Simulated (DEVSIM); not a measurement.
System: Schottky contact on p-type GaAs, at 300 K.

Layer 1 from the left is GaAs, thickness (μm) 13.0, Na (cm⁻³) 1.2e17, τn (s) 2.7e-9, τp (s) 2.7e-9.

Left contact: Schottky, work function 4.954 eV, emission velocity 7.2e6 cm/s. Right contact: ohmic. Voltage is applied to the left contact. Recombination: SRH at mid-gap, radiative, Auger. Mobility is constant in doping.

Constants are typed, rounded textbook-type inputs, not results; the design itself was drawn at random and stands for no fabricated device. Values at 300 K.

GaAs: gap (eV) 1.424, affinity (eV) 4.07, permittivity 12.9, Nc (cm⁻³) 4.7e17, Nv (cm⁻³) 9e18, μn (cm²/Vs) 8500, μp (cm²/Vs) 400, B (cm³/s) 2e-10, Cn (cm⁶/s) 1e-30, Cp (cm⁶/s) 1e-30.

Task: Estimate by hand the built-in potential, the peak field at zero bias, the capacitance at 1.5 V, and compare with a numerical solution.

Result: 
- Built-in potential: barrier φB = 0.540 eV; Vbi = φB − kT/q ln(N_band/N) = 0.428 V; numerical 0.428 V.
- Peak field at zero bias: depletion approximation: W = √(2εVbi/(qN)) = 0.0713 μm with N = 1.20e17 cm⁻³; field = 2Vbi/W = 120000 V/cm; numerical 116000 V/cm (estimate above by 3.9 %).
- Capacitance at 1.5 V: C = √(qεN / 2(Vbi + |V|)) = 75.5 nF/cm²; numerical 76.0 nF/cm² (estimate below by 0.69 %).

Model (solved in DEVSIM): 1D drift-diffusion, Boltzmann statistics, complete ionisation; no tunnelling, impact ionisation, image-force lowering or self-heating. Metal contacts follow the ideal Schottky-Mott rule: no Fermi-level pinning, no interface dipoles.
